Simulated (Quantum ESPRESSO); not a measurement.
Input and output of a relaxation of the atoms for CaSi2Rh2 (I4mm, 5 atoms in the cell) (Quantum ESPRESSO).

Method: LDA (PZ), GBRV 1.5 ultrasoft (LDA) pseudopotentials (plane waves; Quantum ESPRESSO 7.5).

This input was run:

```fortran
&control
   calculation = 'relax'
   prefix = 'ca(sirh)2'
   outdir = './out'
   pseudo_dir = './'
   forc_conv_thr = 3.9e-05
/
&system
   ibrav = 0
   nat = 5
   ntyp = 3
   ecutwfc = 40
   ecutrho = 320
   occupations = 'smearing'
   smearing = 'gauss'
   degauss = 0.0073499
/
&electrons
   conv_thr = 1.0d-10
   mixing_beta = 0.5
/
&ions
/
ATOMIC_SPECIES
Ca    40.0780  ca_lda_v1.uspp.F.UPF
Si    28.0850  si_lda_v1.uspp.F.UPF
Rh   102.9055  rh_lda_v1.4.uspp.F.UPF
ATOMIC_POSITIONS crystal
Ca    0.0149420000    0.0149420000    0.0000000000
Si    0.6273900000    0.6273900000    0.0000000000
Si    0.3726100000    0.3726100000    0.0000000000
Rh    0.7500000000    0.2500000000    0.5000000000
Rh    0.2500000000    0.7500000000    0.5000000000
K_POINTS automatic
5 5 5  0 0 0
CELL_PARAMETERS angstrom
  -2.0510140000     2.0510140000     5.0195380000
   2.0510140000    -2.0510140000     5.0195380000
   2.0510140000     2.0510140000    -5.0195380000
```

Output (repeated stretches shortened):

```
     Self-consistent Calculation

     iteration #  1     ecut=    40.00 Ry     beta= 0.50

     negative rho (up, down):  1.083E-01 0.000E+00

     total energy              =    -436.75430237 Ry
     estimated scf accuracy    <       1.16029295 Ry

     iteration #  2     ecut=    40.00 Ry     beta= 0.50

     negative rho (up, down):  1.065E-01 0.000E+00

     total energy              =    -436.87821301 Ry
     estimated scf accuracy    <       2.21275982 Ry

     iteration #  3     ecut=    40.00 Ry     beta= 0.50

     negative rho (up, down):  1.073E-01 0.000E+00

     total energy              =    -437.22504971 Ry
     estimated scf accuracy    <       0.02509786 Ry

   [... 7 blocks of this kind left out ...]

     iteration # 11     ecut=    40.00 Ry     beta= 0.50

     negative rho (up, down):  1.079E-01 0.000E+00

     total energy              =    -437.22891098 Ry
     estimated scf accuracy    <          2.2E-10 Ry

     iteration # 12     ecut=    40.00 Ry     beta= 0.50
     c_bands:  1 eigenvalues not converged

     negative rho (up, down):  1.079E-01 0.000E+00
     End of self-consistent calculation

     the Fermi energy is    12.6330 ev

!    total energy              =    -437.22891098 Ry
     estimated scf accuracy    <          9.8E-11 Ry
     smearing contrib. (-TS)   =      -0.00093105 Ry
     internal energy E=F+TS    =    -437.22797993 Ry

     convergence has been achieved in  12 iterations

     negative rho (up, down):  1.079E-01 0.000E+00

     Forces acting on atoms (cartesian axes, Ry/au):

     atom    1 type  1   force =     0.00000000    0.00000000   -0.02420927
     atom    2 type  2   force =     0.00000000    0.00000000    0.01767918
     atom    3 type  2   force =     0.00000000    0.00000000   -0.00804669
     atom    4 type  3   force =     0.00000000    0.00000000    0.00728839
     atom    5 type  3   force =     0.00000000    0.00000000    0.00728839

   [... lines left out ...]
     Total force =     0.032705     Total SCF correction =     0.000008
     the Fermi energy is    12.6681 ev
!    total energy              =    -437.23294964 Ry
     Total force =     0.000040     Total SCF correction =     0.000001
     bfgs converged in  11 scf cycles and  10 bfgs steps
     Final energy             =    -437.2329496386 Ry
   [... lines left out ...]
Begin final coordinates

ATOMIC_POSITIONS (crystal)
Ca               0.0029906272        0.0029906272        0.0000000000
Si               0.6328136881        0.6328136881       -0.0000000000
Si               0.3731683291        0.3731683291       -0.0000000000
Rh               0.7529846778        0.2529846778        0.5000000000
Rh               0.2529846778        0.7529846778        0.5000000000
End final coordinates

   JOB DONE.
```

The run converged.  The full log also holds: “WARNING: bfgs curvature condition failed, Theta= 0.955”.

Summary of the result:
- Free energy E − TS = -5948.8573 eV
- Fermi level (on the code's own zero) = 12.67 eV
- Relaxation steps = 10

The starting cell comes from a database of computed structures (which also holds hypothetical and non-ambient phases and stackings), without a prior relaxation at this level. Its lattice was rescaled by up to half a per cent. For this run, on top of that: one atom moved by 0.15 angstrom. Spin polarisation is off. The relaxation keeps the symmetry of its start, so its end need not be a minimum.

Cost on one core of a shared machine: roughly 7 min.
